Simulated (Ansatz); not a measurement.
Start from As in the A7 type structure (space group R-3m, No. 166; layered).

```xyz
2
Lattice="1.8805 1.0857 3.5778 -1.8805 1.0857 3.5778 0.0000 -2.1714 3.5778" Properties=species:S:1:pos:R:3 pbc="T T T"
As     0.0000     0.0000     2.4258
As     0.0000     0.0000     8.3078
```

Cartesian axes are those of the cell as printed.

The values are results of r2SCAN+rVV10, PAW, 500 eV (Ansatz, an electronic-structure program; scalar-relativistic without spin-orbit coupling), not measurements.

For the base:

| Item | Result |
|---|---|
| Pressure | 0.0 GPa |

The change: uniaxial strain ε_zz = −2.61 %, all other strain components held at zero; the atoms relax in the strained cell.

Q: Predict the new energy relative to the base.

A: The energy rises by 1.5 meV/atom.

Q: How does this affect the pressure?

A: The pressure (mean of the normal stresses, compression positive) goes from zero to 0.8 GPa.

Q: Estimate the effect on the largest internal atomic displacement.

A: The largest internal atomic displacement amounts to 0.015 Å.

Without a gap, meshes like the base's 15×15×15 leave anisotropic stresses uncertain by several tenths of a GPa, and small strain energies with them. No phonon test of stability was made.
